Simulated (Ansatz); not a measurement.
**Response to strain in hypothetical rock salt WGe**

The parent structure is WGe in the rock salt structure (space group Fm-3m, No. 225; a = 5.122 Å; a hypothetical phase, not in the database extracts checked). Axes: x, y, z lie along the cube axes.

Strains are applied to the cell and any free atomic positions relax; under biaxial strain the out-of-plane vector relaxes too; under stress the whole cell relaxes.

Calculations: Kohn–Sham DFT with the r2SCAN functional, run in Ansatz (a quantum-chemistry and plane-wave program) with PAW and 500 eV plane waves, no spin-orbit coupling.

Notes on the quantities. pressure: mean of the normal stresses, compression positive; energy relative to the base: free energy F.

```json
[
 {"change": "base", "pressure": "0.0 GPa", "shortest interatomic distance": "2.561 Å", "energy relative to the base": "0 meV/atom", "space group": "Fm-3m (No. 225)"},
 {"change": "biaxial strain −1.50 %, plane normal [001], relaxed out of plane", "pressure": "5.1 GPa", "shortest interatomic distance": "2.522 Å", "energy relative to the base": "+12 meV/atom", "space group": "I4/mmm (No. 139)"},
 {"change": "biaxial strain −0.43 %, plane normal [110], relaxed out of plane", "pressure": "0.5 GPa", "shortest interatomic distance": "2.550 Å", "energy relative to the base": "+0.4 meV/atom", "space group": "Immm (No. 71)"},
 {"change": "biaxial strain +2.76 %, plane normal [110], relaxed out of plane", "pressure": "-2.8 GPa", "shortest interatomic distance": "2.551 Å", "energy relative to the base": "+14 meV/atom", "space group": "Immm (No. 71)"},
 {"change": "biaxial strain −1.38 %, plane normal [111], relaxed out of plane", "pressure": "-0.5 GPa", "shortest interatomic distance": "2.564 Å", "energy relative to the base": "-1.0 meV/atom", "space group": "R-3m (No. 166)"},
 {"change": "uniaxial strain ε_xx = +0.92 %", "pressure": "-1.6 GPa", "shortest interatomic distance": "2.561 Å", "energy relative to the base": "+1.8 meV/atom", "space group": "I4/mmm (No. 139)"},
 {"change": "uniaxial strain ε_zz = −2.27 %", "pressure": "4.7 GPa", "shortest interatomic distance": "2.503 Å", "energy relative to the base": "+12 meV/atom", "space group": "I4/mmm (No. 139)"},
 {"change": "uniaxial stress, 0.5 GPa tension along x", "pressure": "–", "shortest interatomic distance": "2.560 Å", "energy relative to the base": "0.0 meV/atom", "space group": "I4/mmm (No. 139)"},
 {"change": "tensor shear ε_yz = +1.51 %", "pressure": "0.0 GPa", "shortest interatomic distance": "2.561 Å", "energy relative to the base": "-0.3 meV/atom", "space group": "Immm (No. 71)"},
 {"change": "tensor shear ε_xy = +0.77 %", "pressure": "0.0 GPa", "shortest interatomic distance": "2.561 Å", "energy relative to the base": "-0.1 meV/atom", "space group": "Immm (No. 71)"}
]
```

A biaxial case was relaxed in a doubled cell and then solved in the primitive one. Without a gap, meshes like the base's 16×16×16 leave anisotropic stresses uncertain by several tenths of a GPa, and small strain energies with them. Stability under load was not tested beyond the relaxation. The final runs are not spin-polarised. Under biaxial strain −1.38 %, plane normal [111], relaxed out of plane the cell ends below the base's energy or with stress of the wrong sign: the atoms slid into a distortion or the cell is elastically unstable, so the base is not a stable minimum at this level. WGe has a high density of states at the Fermi level and may be magnetic at this level.
